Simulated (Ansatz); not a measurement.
ZrS2: Zr interstitial (started 2.44 Å from the nearest host atom), symmetric start

Take a 27-atom supercell of ZrS2 in the CdI2 type structure (space group P-3m1, No. 164; a = 3.5781 Å, c = 5.5398 Å; layered, stacked along the Cartesian z axis) at its relaxed geometry as the base.

The change: a neutral Zr interstitial (started 2.44 Å from the nearest host atom), symmetric start, atoms relaxed at fixed cell.

The values are results of PBEsol-D3(BJ), PAW, 420 eV (Ansatz, a quantum-chemistry and plane-wave program; without spin-orbit coupling), not measurements. k-mesh 4×3×3 (Γ-centred); smearing 0.01 eV (Fermi–Dirac).

| quantity | base | changed | shift |
|---|---|---|---|
| pressure | 0.0 GPa | 1.4 GPa | +1.4 GPa |
| gap of the supercell | 0.29 eV | zero | – |
| total moment of the cell | – | 0.0 μB | – |
| largest displacement of a host atom from its site in the perfect cell | – | 0.19 Å | – |
| final site of the added atom | – | 6 S at 2.48–2.50 Å (octahedral) | – |

The magnetic state is the one reached from the starting moments; the real material's order can differ, and small cells can't hold many antiferromagnetic ones. The cell is small, so the values are those of an ordered compound at a high defect concentration; dilute-limit values will differ. The mesh was chosen for an insulator and is coarse for the gapless case. The defect started on the symmetric site and kept its symmetry, so it may sit on a saddle. Seeded moments were not kept for Zr interstitial (started 2.44 Å from the nearest host atom). The defect cell is spin-polarised and ends with 0.0 μB. The zero or small gap of ZrS2 can change with the level of theory.
